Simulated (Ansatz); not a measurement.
A15 V₃Si (cubic form, which distorts at low temperature): LDA at its full settings (plane-wave cutoff 520 eV, 12×12×12 k mesh, Fermi–Dirac smearing 0.05 eV, no spin polarisation, scalar-relativistic PAW data made under PBE) and at cheaper ones, in a cell of 8 atoms with Γ-centred meshes.

| level and setting | lattice constant a (Å) | bulk modulus B0 (GPa) |
|---|---|---|
| LDA (Ansatz) | 4.606 | 219 |
| LDA (Γ point alone) (Ansatz) | 4.461 | 281 |
| LDA (2×2×2 k mesh) (Ansatz) | 4.621 | 219 |
| LDA (4×4×4 k mesh) (Ansatz) | ___ | 220 |

Q: Fill in the missing entries.

A: 
- LDA (4×4×4 k mesh) (Ansatz, a quantum-chemistry and plane-wave program), lattice constant a (Å): 4.602

Largest shifts from the full settings: lattice constant a -3.15 % (LDA (Γ point alone)), against a difference of -2.50 % of the full result from the reference 4.724 Å (measured, temperature not stated, not corrected to a static lattice; as tabulated in Zeng et al. (2023), arXiv:2309.11055); bulk modulus +28 % (LDA (Γ point alone)), against a difference of +28 % of the full result from the reference 171 GPa (measured, 300 K, no zero-point or thermal correction, sources range from 171 to 176; as tabulated in Lu and Klein (1997), arXiv:cond-mat/9704251).

Caveats: symmetry holds this phase in the static calculation, where it need not be a minimum (LDA, LDA (Γ point alone), LDA (2×2×2 k mesh), LDA (4×4×4 k mesh)). Ansatz's density-functional and Hartree–Fock values are scalar-relativistic unless marked +SOC, with PAW data made under PBE.

Run with cheap settings on purpose, which may leave them unconverged: LDA (2×2×2 k mesh), LDA (4×4×4 k mesh), LDA (Γ point alone).
